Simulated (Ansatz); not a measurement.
Consider Gd in the hcp (Mg type) structure (space group P6_3/mmc, No. 194; ferromagnetic).

```
Gd
1.0
    3.63930     0.00000     0.00000
   -1.81965     3.15173     0.00000
    0.00000     0.00000     5.90905
Gd
2
Direct
  0.33333   0.66667   0.75000
  0.66667   0.33333   0.25000
```

The values are results of r2SCAN, PAW, 500 eV (Ansatz, an electronic-structure program; spin-orbit coupling left out), earlier PAW set, not measurements.

One change was made to it. Results:

| quantity | base | after |
|---|---|---|
| c/a ratio | 1.624 | 1.578 |
| volume per atom | 33.89 Å³ | 43.08 Å³ |

Task: What was done to the base?
A. Gd → Eu
B. Gd → Mg
C. Gd → Yb

Result: A, Gd → Eu. For comparison, the volume per atom in the other runs: Gd → Yb gives 34.87 Å³; Gd → Mg gives 22.63 Å³.

The magnetic state is the one reached from the starting moments; the real material's order can differ, and small cells can't hold many antiferromagnetic ones. The state of the 4f shell was not checked for lower solutions. Stability against distortions was not tested. As relaxed here, Eu is a hypothetical phase, not in the database extracts checked. Seeded moments were not kept for Gd → Yb. Spin-polarised in the final run: Eu and base; the other runs are not. This is not the structure that Yb has at room temperature and ambient pressure.
